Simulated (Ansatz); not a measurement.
A self-consistent single point of TiSi (Fm-3m, 2 atoms in the cell) with Ansatz (an electronic-structure program).

Level of theory: PBE (plane waves, PAW; Ansatz).

```xyz
2
Lattice="0.0000 2.7462 2.7462 2.7462 0.0000 2.7462 2.7462 2.7462 0.0000" Properties=species:S:1:pos:R:3 pbc="T T T"
Si     0.0000     0.0000     0.0000
Ti     2.7462     2.7462     2.7462
```

Reference input (self-consistent single point, DFT, PBE, plane waves, default PAW files): basis.ecutwfc = 30.9 Ry; kpoints.mp_grid.grid = 5 5 5; hamiltonian.xc = pbe; hamiltonian.pseudopotentials = {kind: paw} (the program's default PAW files); scf.occupations.method = methfessel_paxton; scf.occupations.width = 0.0073 Ry. This run's input differs from it in these lines:

Ansatz 0.2 input:
```diff
@@ -11,3 +11,3 @@
 kpoints:
-  mp_grid: { grid: [5, 5, 5] }
+  mp_grid: { grid: [20, 20, 20] }
 hamiltonian:
```

The program printed (abridged):

```
SCF iter   1: F=—  HF=-3135.838669 eV  |F-HF|=—  |Δ(HF+E_count)|=         —  Δρ=6.39e-3  dr2=1.62e-2  ethr=1.77e-3  ⟨swp⟩=5.0  Hψ=16586  notcnv=0
all-band conjugate gradients solve this SCF's bands
preconditioner: auto → Kerker (q_TF=auto, 2.328 Å⁻¹)
SCF iter   2: F=—  HF=-3135.837929 eV  |F-HF|=—  |Δ(HF+E_count)|=   7.40e-4  S|Δr|=    0.00e0  Δρ=3.54e-3  dr2=4.34e-3  ethr=1.01e-4  ⟨swp⟩=1.0  Hψ=5120  notcnv=0
SCF iter   3: F=—  HF=-3135.837904 eV  |F-HF|=—  |Δ(HF+E_count)|=   2.58e-5  S|Δr|=    0.00e0  Δρ=4.36e-4  dr2=7.16e-5  ethr=2.71e-5  ⟨swp⟩=2.0  Hψ=3494  notcnv=0
SCF iter   4: F=—  HF=-3135.837909 eV  |F-HF|=—  |Δ(HF+E_count)|=   5.80e-6  S|Δr|=    0.00e0  Δρ=7.84e-5  dr2=2.40e-6  ethr=4.48e-7  ⟨swp⟩=2.2  Hψ=4014  notcnv=0
SCF iter   5: F=—  HF=-3135.837910 eV  |F-HF|=—  |Δ(HF+E_count)|=   4.10e-7  S|Δr|=    0.00e0  Δρ=1.69e-5  dr2=1.02e-7  ethr=1.50e-8  ⟨swp⟩=2.0  Hψ=4097  notcnv=0
SCF iter   6: F=-3135.837910 eV  HF=-3135.837910 eV  |F-HF|=9.02e-10  |Δ(HF+E_count)|=   2.17e-8  S|Δr|=    0.00e0  Δρ=2.59e-6  dr2=3.08e-9  ethr=6.25e-10  ⟨swp⟩=4.7  Hψ=11191  notcnv=0
SCF 1 converged in 6 iterations: F = -3135.837910 eV  dr2 = 3.08e-9
Stability not checked (fill_not_monotonic)
Free energy (F): -3135.837910 eV
Internal energy: -3135.838131 eV  (E = F + TS)
E sigma→0 (E₀):  -3135.837965 eV
Entropy (-TS):   0.000221 eV (0.111 meV/atom)
Fermi energy:    8.270464 eV
--- Forces (eV/Å), atoms counted from 1 ---
  atom   1  Si    -0.00000000     0.00000000    -0.00000000
  atom   2  Ti     0.00000000     0.00000000     0.00000000
--- Stress (GPa, compression-positive) ---
      -16.589703      -0.000000       0.000000
       -0.000000     -16.589703       0.000000
        0.000000      -0.000000     -16.589703
  P = ⅓ Tr σ = -16.5897 GPa (-165.897 kbar)
  The stress holds the Pulay correction. Without it, at fixed plane waves, as pw.x and ABINIT print it: P = -16.6039 GPa
```

The run converged in 6 iterations. Against the reference run the free energy drops by 14.4 meV/atom and the pressure hardly changes (-16.62 to -16.59 GPa).

The starting cell was generated: these elements placed on a structure prototype, without a prior relaxation; it need not be a known phase or ordering of this composition. Spin polarisation is off. With a pressure of about -17 GPa the cell is away from its equilibrium volume at this level. Ansatz's pressure includes its estimate of the finite-basis (Pulay) stress.
